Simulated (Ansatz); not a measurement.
What uniaxial strain ε_zz = −2.50 % does to InSb

The parent structure is InSb in the zinc blende structure (space group F-43m, No. 216; a = 6.5561 Å). Axes: x, y, z lie along the cube axes.

Modification: the cell is compressed by 2.50 % along z with no lateral relaxation; the atoms relax in the strained cell.

Level of theory: r2SCAN in Ansatz (plane waves to 500 eV, PAW, no spin-orbit coupling). k-mesh 12×12×12 (Γ-centred); smearing 0.05 eV (Fermi–Dirac).

The volume per atom falls by 0.881 Å³ to 34.34 Å³ and the space group changes from F-43m (No. 216) to I-4m2 (No. 119). The energy rises by 4.5 meV/atom and the pressure (mean of the normal stresses, compression positive) goes from zero to 1.2 GPa. The band gap becomes 0.09 eV (base: zero) and the gap character comes out as direct at Γ. The valence-band top at Γ (three highest levels, from the VBM) amounts to 0.00, -0.13, -0.13 eV and the valley order (the lowest conduction-band minima on the path, energy above the VBM, named in the base's zone) goes from Γ 0.02 eV; L along ⟨111⟩ 0.77 eV; a point along ⟨100⟩, about 0.8 Å⁻¹ from Γ 1.48 eV to Γ 0.09 eV; L along [1-11] 0.73 eV; a point along [001], about 0.8 Å⁻¹ from Γ 1.24 eV; a point along [100], about 0.8 Å⁻¹ from Γ 1.43 eV. The stress (xx, yy, zz, yz, xz, xy; compression positive) is (0.9, 0.9, 1.6, 0.0, 0.0, 0.0) GPa (rough).

Without a gap, meshes like the base's 12×12×12 leave anisotropic stresses uncertain by several tenths of a GPa, and small strain energies with them. With Sb present, leaving out spin-orbit coupling can change the band edges. Stability against distortions was not tested. The final runs are not spin-polarised. Gaps under 0.05 eV, about the width of the smearing, are given as zero. The zero or small gap of InSb can change with the level of theory. k-point labels follow each cell's own Brillouin zone.

Ansatz is a quantum-chemistry and plane-wave program.
